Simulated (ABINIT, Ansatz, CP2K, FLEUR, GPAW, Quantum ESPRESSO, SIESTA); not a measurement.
# Nb₆SnGe (Pm-3, 8 atoms in the cell) computed with different codes at matched settings

Self-consistent single point, at a second geometry (lattice scaled by 0.98). First geometry:

```yaml
crystal:
  lattice:
    - [5.25768, 0.00000, 0.00000]
    - [0.00000, 5.25768, 0.00000]
    - [0.00000, 0.00000, 5.25768]
  atoms:
    - { symbol: Nb, position: [0.00000, 0.50000, 0.74219] }
    - { symbol: Nb, position: [0.00000, 0.50000, 0.25781] }
    - { symbol: Nb, position: [0.74219, 0.00000, 0.50000] }
    - { symbol: Nb, position: [0.25781, 0.00000, 0.50000] }
    - { symbol: Nb, position: [0.50000, 0.74219, 0.00000] }
    - { symbol: Nb, position: [0.50000, 0.25781, 0.00000] }
    - { symbol: Sn, position: [0.00000, 0.00000, 0.00000] }
    - { symbol: Ge, position: [0.50000, 0.50000, 0.50000] }
```

Shared settings, as Ansatz (an electronic-structure program) writes them: kpoints.mp_grid.grid = 4 4 4; scf.occupations.method = gaussian; scf.occupations.width = 0.1 eV. Potentials and cutoffs stand in the table.

| code | model | ΔF from the first geometry (meV/atom) | pressure (GPa) | largest force (eV/Å) | cutoff |
|---|---|---|---|---|---|
| FLEUR | PBEsol, all-electron FLAPW (FLEUR), scalar-relativistic valence | – | – | 0.086 | Kmax 3.8 1/bohr |
| Quantum ESPRESSO | PBEsol, GBRV 1.5 ultrasoft (PBESOL) pseudopotentials | -18.2 | 2.11 | 0.135 | 50 Ry |
| CP2K | PBEsol, GPW, DZVP-MOLOPT-SR-GTH basis, GTH-PBE potentials (GTH_POTENTIALS) | 1.4 | 5.88 | 0.178 | grid 500 Ry |
| SIESTA | GGA PBEsol, numerical atomic orbitals TZP, PseudoDojo PBEsol standard norm-conserving potentials (rewritten from UPF to PSML) | -14.6 | 3.41 | 0.065 | grid 350 Ry |
| Ansatz | PBEsol, PAW files made with PBE | -17.1 | 2.90 | 0.133 | 420 eV |
| ABINIT | PBEsol, norm-conserving pseudopotentials (PseudoDojo nc-sr-04 PBEsol standard) | -15.9 | 3.07 | 0.127 | 41 Ha |
| GPAW | PBEsol, GPAW PAW datasets PBEsol (made by gpaw-setup) | -21.4 | 2.08 | 0.130 | 550 eV |

For Quantum ESPRESSO (by 0.6 GPa) the energy change implies a higher mean pressure, against the two pressures, than for the other programs: a sign of finite-basis (Pulay) stress.

A dash marks a value that a program does not give, or that is left out as unsure.

On Ansatz's run: spin polarisation is off.

The spread over the programs that give each value: ΔF from the first geometry within 22.8 meV/atom; pressure within 3.80 GPa; largest force within 0.113 eV/Å.

CP2K and SIESTA use small atom-centred bases, whose incompleteness enters pressures, forces and empty levels differently from a plane-wave cutoff. FLEUR treats all electrons, but the usual bases taken here (sphere radii, linearisation, local orbitals, empty states) were not tested for convergence, so the values are no reference for the others. Ansatz's pressure is given at a fixed set of plane waves, as the other plane-wave codes print theirs. In the pressure, CP2K (by 3.37) lies more than 1 GPa from the median of the plane-wave programs. In the force vectors, SIESTA (by 0.196) lies more than 0.08 eV/Å from the median of the plane-wave programs.

The starting cell comes from a database of computed structures (which also holds hypothetical and non-ambient phases and stackings), without a prior relaxation at this level. For this run, on top of that: lattice scaled by 0.98.

Left out of this page: Elk (not drawn, or without a comparable value).

Keys are those of Ansatz 0.2.
